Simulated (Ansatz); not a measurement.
The starting structures come from a database of crystals and need not be the phases stable at ambient conditions.

By PBEsol, the system below comes out a metal.

The ballistic (Sharvin) conductance counts the channels at the Fermi level: G/A = (e²/h) × channels of both spins per area.

Consider the following.

```
CELL_PARAMETERS angstrom
      3.64678     0.00000     0.00000
     -1.82339     7.29594     0.00000
      0.00000     0.00000     3.64861
ATOMIC_POSITIONS crystal
  Hf 0.89426 0.78852 0.25000
  Hf 0.10574 0.21148 0.75000
  Si 0.25021 0.50042 0.25000
  Si 0.74979 0.49958 0.75000
  Si 0.44717 0.89434 0.75000
  Si 0.55283 0.10566 0.25000
```

The cell is taken as given; by PBEsol it stands under a pressure of -2.2 GPa.

The current flows along the normal of the first two printed cell vectors. No spin-orbit coupling; the value is a mean over 0.1 eV about the Fermi level.

**Question.** Estimate the ballistic conductance per area that PBEsol (Ansatz, an electronic-structure program) returns for this system.

**Answer.** 0.42 × 10¹⁵ S/m² for both spins.
